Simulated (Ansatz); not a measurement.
An Ansatz (a quantum-chemistry and plane-wave program) run: BaTiO3 with a change (holes 1.0×10^22 cm⁻³); PBEsol (Ansatz), spin-orbit coupling left out.

Input:

Ansatz 0.2 input:
```yaml
crystal:
  lattice:
    - [2.8173087653, 1.6265739741, 2.3083476909]
    - [-2.8173087653, 1.6265739741, 2.3083476909]
    - [0, -3.2531479481, 2.3083476909]
  atoms:
    - { symbol: Ba, position: [0.0004032444, 0.0004032444, 0.0004032444] }
    - { symbol: Ti, position: [0.5114684274, 0.5114684274, 0.5114684274] }
    - { symbol: O, position: [0.4885033017, 0.9822117247, 0.4885033017] }
    - { symbol: O, position: [0.4885033017, 0.4885033017, 0.9822117247] }
    - { symbol: O, position: [0.9822117247, 0.4885033017, 0.4885033017] }
basis: { ecutwfc: 420, ecutrho_ratio: 4, xc_grid: 2, fft_grid_basis: typed }
kpoints: { mp_grid: { grid: [12, 12, 12] } }
hamiltonian:
  xc: pbesol
  dispersion: none
  pseudopotentials: { kind: paw }
total_charge: 0.634689
scf: { occupations: { method: fermi_dirac, width: 0.0259 }, convergence: { dr2_threshold: 0.0000000005 } }
relax: { f_tol: 0.005, max_steps: 30 }
output: { forces: true, stress: true }
checkpoint: { write: state.ck, write_every: 1000 }
```

Output (explanatory and most iteration lines left out):

```
Relaxation: its limit of steps is 30 (relax.max_steps)
Pseudopotential: Ba, paw, valence charge 10
Pseudopotential: Ti, paw, valence charge 12
Pseudopotential: O, paw, valence charge 6
Crystal: 5 atoms, lattice volume = 63.469 Å³
Basis set: ecut = 420 eV, 1237 PW (Γ), exchange–correlation on 54×54×54 points (8 copies of the dense FFT grid, shifted against one another)
Bands: 25, of which v1, the nominal top of the filled ones, is band 20 counted from 1 (19 counted from 0)
Symmetry: 6 space group operations
Space group: R3m (ITA 160), of the structure as read, at distance tolerance 4.0e-5 Å
k-points: 189 of 1728 (time reversal used)
Functional: x = pbesol(κ = 0.804, μ = 0.12345679012345678), c = pbesol(β = 0.046)
SCF iter   1: F=—  HF=-10034.112018 eV  |F-HF|=—  |Δ(HF+E_count)|=         —  Δρ=4.81e-2  dr2=2.01e0  ethr=1.77e-3  ⟨swp⟩=6.2  Hψ=23667  notcnv=0
SCF iter   2: F=—  HF=-10033.904641 eV  |F-HF|=—  |Δ(HF+E_count)|=   2.07e-1  Δρ=2.71e-2  dr2=6.97e-1  ethr=1.77e-3  ⟨swp⟩=2.0  Hψ=6993  notcnv=0  defer=189
SCF 1 converged in 10 iterations: F = -10033.776891 eV  dr2 = 2.43e-10
relax step   1: F+E_penalty+E_count = -10033.77689142 eV  Δ(F+E_penalty+E_count) = +0.000e0 eV  max|allowed force component| = 3.257e-1 eV/Å  Δτ_max = 0.0000 Å  (10 SCF iters, accepted)
Crystal: 5 atoms, lattice volume = 63.469 Å³
SCF iter   1: F=—  HF=-10033.780101 eV  |F-HF|=—  |Δ(HF+E_count)|=         —  Δρ=1.24e-3  dr2=1.89e-3  ethr=4.64e-6  ⟨swp⟩=2.0  Hψ=16659  notcnv=0  defer=189
SCF iter   2: F=—  HF=-10033.779738 eV  |F-HF|=—  |Δ(HF+E_count)|=   3.63e-4  Δρ=8.05e-4  dr2=9.39e-4  ethr=4.64e-6  ⟨swp⟩=1.0  Hψ=4536  notcnv=0  defer=189
SCF 2 converged in 8 iterations: F = -10033.779056 eV  dr2 = 7.21e-11
relax step   2: F+E_penalty+E_count = -10033.77905574 eV  Δ(F+E_penalty+E_count) = -2.164e-3 eV  max|allowed force component| = 3.421e-1 eV/Å  Δτ_max = 0.0201 Å  (8 SCF iters, accepted)
Crystal: 5 atoms, lattice volume = 63.469 Å³
SCF iter   1: F=—  HF=-10033.790935 eV  |F-HF|=—  |Δ(HF+E_count)|=         —  Δρ=3.93e-3  dr2=1.16e-2  ethr=7.72e-5  ⟨swp⟩=3.5  Hψ=13461  notcnv=0  defer=189
SCF iter   2: F=—  HF=-10033.788889 eV  |F-HF|=—  |Δ(HF+E_count)|=   2.05e-3  Δρ=2.27e-3  dr2=4.58e-3  ethr=2.96e-5  ⟨swp⟩=2.0  Hψ=6992  notcnv=0  defer=189
SCF 3 converged in 8 iterations: F = -10033.787185 eV  dr2 = 1.50e-10
relax step   3: F+E_penalty+E_count = -10033.78718523 eV  Δ(F+E_penalty+E_count) = -8.129e-3 eV  max|allowed force component| = 1.189e-1 eV/Å  Δτ_max = 0.0261 Å  (8 SCF iters, accepted)
Crystal: 5 atoms, lattice volume = 63.469 Å³
SCF iter   1: F=—  HF=-10033.789286 eV  |F-HF|=—  |Δ(HF+E_count)|=         —  Δρ=2.15e-3  dr2=2.94e-3  ethr=1.33e-4  ⟨swp⟩=3.1  Hψ=10976  notcnv=0  defer=189
SCF iter   2: F=—  HF=-10033.788699 eV  |F-HF|=—  |Δ(HF+E_count)|=   5.87e-4  Δρ=1.18e-3  dr2=1.09e-3  ethr=7.48e-6  ⟨swp⟩=1.0  Hψ=6237  notcnv=0  defer=189
SCF 4 converged in 8 iterations: F = -10033.788063 eV  dr2 = 4.35e-11
relax step   4: F+E_penalty+E_count = -10033.78806283 eV  Δ(F+E_penalty+E_count) = -8.776e-4 eV  max|allowed force component| = 6.395e-2 eV/Å  Δτ_max = 0.0183 Å  (8 SCF iters, accepted)
Crystal: 5 atoms, lattice volume = 63.469 Å³
SCF iter   1: F=—  HF=-10033.789339 eV  |F-HF|=—  |Δ(HF+E_count)|=         —  Δρ=1.30e-3  dr2=1.04e-3  ethr=3.80e-5  ⟨swp⟩=3.3  Hψ=10988  notcnv=0  defer=189
SCF iter   2: F=—  HF=-10033.789190 eV  |F-HF|=—  |Δ(HF+E_count)|=   1.49e-4  Δρ=7.83e-4  dr2=4.40e-4  ethr=2.65e-6  ⟨swp⟩=1.0  Hψ=6237  notcnv=0  defer=189
SCF 5 converged in 8 iterations: F = -10033.788768 eV  dr2 = 6.35e-11
relax step   5: F+E_penalty+E_count = -10033.78876810 eV  Δ(F+E_penalty+E_count) = -7.053e-4 eV  max|allowed force component| = 8.387e-3 eV/Å  Δτ_max = 0.0077 Å  (8 SCF iters, accepted)
Crystal: 5 atoms, lattice volume = 63.469 Å³
SCF iter   1: F=—  HF=-10033.789079 eV  |F-HF|=—  |Δ(HF+E_count)|=         —  Δρ=9.89e-5  dr2=3.63e-6  ethr=2.35e-7  ⟨swp⟩=2.0  Hψ=10437  notcnv=0  defer=189
SCF iter   2: F=—  HF=-10033.788780 eV  |F-HF|=—  |Δ(HF+E_count)|=   2.99e-4  Δρ=5.20e-5  dr2=1.12e-6  ethr=9.22e-9  ⟨swp⟩=2.0  Hψ=9630  notcnv=0  defer=189
SCF 6 converged in 6 iterations: F = -10033.788780 eV  dr2 = 7.86e-11
relax step   6: F+E_penalty+E_count = -10033.78877969 eV  Δ(F+E_penalty+E_count) = -1.159e-5 eV  max|allowed force component| = 4.311e-4 eV/Å  Δτ_max = 0.0008 Å  (6 SCF iters, accepted)
SCF converged after 6 iterations
Free energy (F): -10033.788780 eV
Internal energy: -10033.779706 eV  (E = F + TS)
E sigma→0 (E₀):  -10033.784243 eV
Entropy (-TS):   -0.009073 eV (-1.815 meV/atom)
Fermi energy:    9.660880 eV
--- Forces (eV/Å), atoms counted from 1 ---
  atom   1  Ba     0.00000000    -0.00000000    -0.00042979
  atom   2  Ti     0.00000000     0.00000000     0.00005384
  atom   3  O     -0.00003565     0.00002058     0.00012749
  atom   4  O      0.00000000    -0.00004116     0.00012749
  atom   5  O      0.00003565     0.00002058     0.00012749
--- Stress (GPa, compression-positive) ---
       10.881082       0.000000      -0.000000
       -0.000000      10.881082      -0.000000
        0.000000      -0.000000      10.300606
  P = ⅓ Tr σ = 10.6876 GPa (106.876 kbar)
--- Relaxed structure (6 steps of the walk, 6 accepted, 0 SCFs on fresh bases) ---
  atoms:
    - { symbol: Ba, position: [-0.002954011895687636, -0.002954011895687636, -0.0029540118956876363] }
    - { symbol: Ti, position: [0.5039092928171549, 0.5039092928171549, 0.5039092928171549] }
    - { symbol: O, position: [0.4916339430507076, 0.986866832877118, 0.4916339430507076] }
    - { symbol: O, position: [0.49163394305070746, 0.49163394305070746, 0.9868668328771177] }
    - { symbol: O, position: [0.986866832877118, 0.4916339430507076, 0.4916339430507076] }
```

Carriers are added with a uniform compensating background; total energy and stress of such cells depend on the potential's zero and are not compared; many-body gap narrowing is missing at this level. Whether these cells are dynamically stable was not tested. All final runs are without spin polarisation. The cell was made from BaTiO3 (space group R3m, No. 160) by this change: holes 1.0×10^22 cm⁻³. This is not the structure that BaTiO3 has at room temperature and ambient pressure.
